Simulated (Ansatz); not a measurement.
For BaHfO3 (Pm-3m, No. 221, 5 atoms in the cell; start mp-998552), LDA (Ansatz, an electronic-structure program, PAW) gives:

| Item | Value |
|---|---|
| high-frequency dielectric constant | 4.77 |
| Voigt–Reuss–Hill shear modulus | 112 GPa |

What does PBE (plane waves, PAW; Ansatz) give for the same quantities?


- high-frequency dielectric constant: 4.67 (decreases by 2.1 %)
- Voigt–Reuss–Hill shear modulus: 99.0 GPa (falls by 12 %)

Changes are worked out from the printed values.

Unless a cell is named, each level is at its own relaxed cell (LDA 14.00, PBE 14.88 Å³/atom).

Levels without +SOC leave out spin–orbit coupling, which shifts energies and cells of such heavy elements.

Caveats: the relaxation could not lower the start's symmetry, so the cell can be a saddle point above a distorted one (LDA, PBE). Ansatz's density-functional and Hartree–Fock values are scalar-relativistic unless marked +SOC, with PAW data made under PBE.

A start named mp-… is a Materials Project structure, which need not be a measured phase.
